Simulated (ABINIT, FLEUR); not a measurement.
A FLEUR input for a self-consistent single point of TaAu (P4/mmm, 2 atoms in the cell) (DFT, LDA (Perdew-Zunger), all-electron FLAPW (FLEUR), scalar-relativistic valence):

Input of the input generator:

```
TaAu FLAPW
&input film=f /
1.0000000000 0.0000000000 0.0000000000
0.0000000000 1.0000000000 0.0000000000
0.0000000000 0.0000000000 1.4067146658
5.5858187751
1.0 1.0 1.0

2
73 0.5000000000 0.5000000000 0.5000000000
79 0.0000000000 0.0000000000 0.0000000000

&comp jspins=1 /
&exco xctyp='pz' /
&kpt div1=9 div2=9 div3=7 /
&end /
```

```xml
<?xml version="1.0" encoding="UTF-8" standalone="no"?>
<fleurInput fleurInputVersion="0.39">
   <comment>
      TaAu FLAPW                                                                                          
   </comment>
   <calculationSetup>
      <cutoffs Kmax="3.9" Gmax="13.7" GmaxXC="13.7" numbands="0"/>
      <scfLoop itmax="80" minDistance="0.00001" maxIterBroyd="15" imix="Anderson" alpha="0.05" precondParam="0.0" spinf="2.0"/>
      <coreElectrons ctail="T" frcor="F" kcrel="0" coretail_lmax="0"/>
      <xcFunctional name="pz" relativisticCorrections="F"/>
      <magnetism jspins="1"/>
      <soc l_soc="F" theta="0.0" phi="0.0" spav="F"/>
      <expertModes spex="0" secvar="F"/>
      <geometryOptimization l_f="T" forcealpha="1.0" forcemix="BFGS" epsdisp="0.00001" epsforce="0.00001"/>
      <ldaU l_linMix="F" mixParam="0.05" spinf="1.0"/>
   </calculationSetup>
   <cell>
      <bzIntegration valenceElectrons="44.0" mode="hist" fermiSmearingEnergy="0.00367493">
         <kPointListSelection listName="default-1"/>
         <!-- k-points included here -->
         <xi:include xmlns:xi="http://www.w3.org/2001/XInclude" href="kpts.xml"> </xi:include>
      </bzIntegration>
      <!-- symmetry operations included here -->
      <xi:include xmlns:xi="http://www.w3.org/2001/XInclude" href="sym.xml"> </xi:include>
      <bulkLattice scale="1.0">
         <bravaisMatrix>
            <row-1>    5.5858187750999999     0.0000000000000000     0.0000000000000000</row-1>
            <row-2>    0.0000000000000000     5.5858187750999999     0.0000000000000000</row-2>
            <row-3>    0.0000000000000000     0.0000000000000000     7.8576531914341619</row-3>
         </bravaisMatrix>
      </bulkLattice>
   </cell>
   <atomSpecies>
      <species name="Tantalum (Ta)" element="Ta" atomicNumber="73">
         <mtSphere radius="2.55" gridPoints="899" logIncrement="0.015"/>
         <atomicCutoffs lmax="10" lnonsphr="8"/>
         <electronConfig flipSpins="F">
            <coreConfig>(1s1/2) (2s1/2) (2p1/2) (2p3/2) (3s1/2) (3p1/2) (3p3/2) (4s1/2) (3d3/2) (3d5/2) (4p1/2) (4p3/2) (4d3/2) (4d5/2)</coreConfig>
            <valenceConfig>(5s1/2) (5p1/2) (5p3/2) (6s1/2) (4f5/2) (4f7/2) (5d3/2) (5d5/2)</valenceConfig>
            <stateOccupation state="(5d3/2)" spinUp="0.6" spinDown="0.6"/>
            <stateOccupation state="(5d5/2)" spinUp="0.9" spinDown="0.9"/>
         </electronConfig>
         <energyParameters s="6" p="6" d="5" f="5"/>
         <lo type="SCLO" l="0" n="5" eDeriv="0"/>
         <lo type="SCLO" l="1" n="5" eDeriv="0"/>
         <lo type="SCLO" l="3" n="4" eDeriv="0"/>
      </species>
      <species name="Gold (Au)" element="Au" atomicNumber="79">
         <mtSphere radius="2.55" gridPoints="899" logIncrement="0.015"/>
         <atomicCutoffs lmax="10" lnonsphr="8"/>
         <electronConfig flipSpins="F">
            <coreConfig>(1s1/2) (2s1/2) (2p1/2) (2p3/2) (3s1/2) (3p1/2) (3p3/2) (4s1/2) (3d3/2) (3d5/2) (4p1/2) (4p3/2) (5s1/2) (4d3/2) (4d5/2) (4f5/2) (4f7/2)</coreConfig>
            <valenceConfig>(5p1/2) (5p3/2) (6s1/2) (5d3/2) (5d5/2)</valenceConfig>
            <stateOccupation state="(6s1/2)" spinUp="0.5" spinDown="0.5"/>
         </electronConfig>
         <energyParameters s="6" p="6" d="5" f="5"/>
         <lo type="SCLO" l="1" n="5" eDeriv="0"/>
         <lo type="HELO" l="2" n="6" eDeriv="0"/>
      </species>
   </atomSpecies>
   <atomGroups>
      <atomGroup species="Tantalum (Ta)">
         <relPos label="                   1">1.000/2.000 1.000/2.000 1.000/2.000</relPos>
         <force calculate="T" relaxXYZ="TTT"/>
      </atomGroup>
      <atomGroup species="Gold (Au)">
         <relPos label="                   2">.0000000000 .0000000000 .0000000000</relPos>
         <force calculate="T" relaxXYZ="TTT"/>
      </atomGroup>
   </atomGroups>
   <output dos="F" band="F" slice="F">
      <checks vchk="F" cdinf="F"/>
      <bandDOS minEnergy="-.5*Htr" maxEnergy="0.5*Htr" sigma="0.015" storeEVData="T"/>
      <vacuumDOS vacdos="F" integ="F" star="F" nstars="0" locx1="0.0" locy1="0.0" locx2="0.0" locy2="0.0" nstm="0" tworkf="0.0"/>
      <unfoldingBand unfoldBand="F" supercellX="1" supercellY="1" supercellZ="1"/>
      <plotting iplot="0" polar="F">
         <plot TwoD="T" vec1="  1.0  0.0  0.0" vec2="  0.0  1.0  0.0" vec3="  0.0  0.0  1.0" zero="  0.0  0.0  0.0" file="plot"/>
      </plotting>
      <chargeDensitySlicing numkpt="0" minEigenval="0.0" maxEigenval="0.0" nnne="0" pallst="F"/>
      <specialOutput eonly="F"/>
      <magneticCircularDichroism mcd="F" energyLo="-10.0" energyUp="0.0"/>
   </output>
  <!-- We include the file relax.xml here to enable relaxations (see documentation) -->
  <xi:include xmlns:xi="http://www.w3.org/2001/XInclude" href="relax.xml"> <xi:fallback/> </xi:include>
</fleurInput>
```

Question: Write the same calculation as an input for ABINIT.

Answer: This is the input that was run; spellings and numerical settings could be chosen otherwise.

```
# TaAu, PseudoDojo nc-sr-04 LDA standard
pp_dirpath "./"
pseudos "Ta.upf, Au.upf"
acell 3*1.0
rprim
         5.5858187751    0.0000000000    0.0000000000
         0.0000000000    5.5858187751    0.0000000000
         0.0000000000    0.0000000000    7.8576531913
natom 2
ntypat 2
znucl 73 79
typat 1 2
xred
         0.5000000000    0.5000000000    0.5000000000
         0.0000000000    0.0000000000    0.0000000000
ecut 38
occopt 3
tsmear 0.00367493
nband 22
kptopt 1
ngkpt 9 9 7
nshiftk 1
shiftk 0 0 0
nstep 50
tolvrs 1.0e-12
prtwf 0
prtden 0
enunit 2
```

Basis settings and potentials, where a program has them, do not carry over. This input uses DFT, LDA (PW92), plane waves, norm-conserving pseudopotentials (PseudoDojo nc-sr-04 LDA standard). LDA parametrisations can differ slightly between programs.

The starting cell comes from a database of computed structures (which also holds hypothetical and non-ambient phases and stackings), without a prior relaxation at this level. Its lattice was rescaled by a random factor within 2.5 % of one.
